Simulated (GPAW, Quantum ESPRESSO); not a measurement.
A Quantum ESPRESSO input for a self-consistent single point of CaS (Fm-3m, 2 atoms in the cell) (DFT, LDA (PZ), plane waves, PSlibrary ultrasoft (LDA, semicore) pseudopotentials):

```fortran
&control
    calculation = 'scf'
    outdir = './work'
    pseudo_dir = './'
    tprnfor = .true.
    tstress = .true.
/
&system
    ibrav = 2
    celldm(1) = 10.7525416491
    nat = 2
    ntyp = 2
    ecutwfc = 50
    ecutrho = 300
    occupations = 'smearing'
    smearing = 'fermi-dirac'
    degauss = 0.00147
/
&electrons
    conv_thr = 1.0d-8
    mixing_beta = 0.7
/
ATOMIC_SPECIES
Ca    40.0780  Ca.pz-spn-rrkjus_psl.1.0.0.UPF
S     32.0600  S.pz-n-rrkjus_psl.1.0.0.UPF
ATOMIC_POSITIONS crystal
Ca    0.0000000000    0.0000000000    0.0000000000
S     0.5000000000    0.5000000000    0.5000000000
K_POINTS automatic
10 10 10  0 0 0
```

Translate this input to GPAW.

This is the input that was run; spellings and numerical settings could be chosen otherwise.

```python
from ase import Atoms
from ase.units import GPa
from gpaw import GPAW, PW, FermiDirac

atoms = Atoms(['Ca', 'S'],
              cell=[[0.000000, 2.845000, 2.845000],
                    [2.845000, 0.000000, 2.845000],
                    [2.845000, 2.845000, 0.000000]],
              positions=[[0.000000, 0.000000, 0.000000],
                         [2.845000, 2.845000, 2.845000]],
              pbc=True)

calc = GPAW(mode=PW(500),
            xc='LDA',
            kpts={'size': (10, 10, 10), 'gamma': True},
            occupations=FermiDirac(0.02),
            nbands=-8,
            convergence={'density': 1e-05, 'bands': -6},
            symmetry={'symmorphic': False, 'tolerance': 0.0005},
            maxiter=120,
            txt='-')

atoms.calc = calc

energy = atoms.get_potential_energy()
print('Energy (eV):', round(energy, 6))
forces = atoms.get_forces()
print('Forces (eV/Ang):')
print(forces.round(5))
stress = atoms.get_stress()
print('Stress (GPa, Voigt):', (stress / GPa).round(4))
```

Basis, cutoffs, solver keys and any potentials are the target program's own. This input uses DFT LDA (Perdew-Wang 92), plane waves, GPAW PAW datasets LDA (gpaw-data 1.0.1). LDA parametrisations can differ slightly between programs. Both were run: gap on the mesh 2.145 eV in Quantum ESPRESSO and 2.169 in GPAW.

On GPAW: the starting cell has typed, rounded lattice constants, without a prior relaxation at this level.

On Quantum ESPRESSO: the starting cell has typed, rounded lattice constants, without a prior relaxation at this level. With a pressure of about -4 GPa the cell is away from its equilibrium volume at this level.
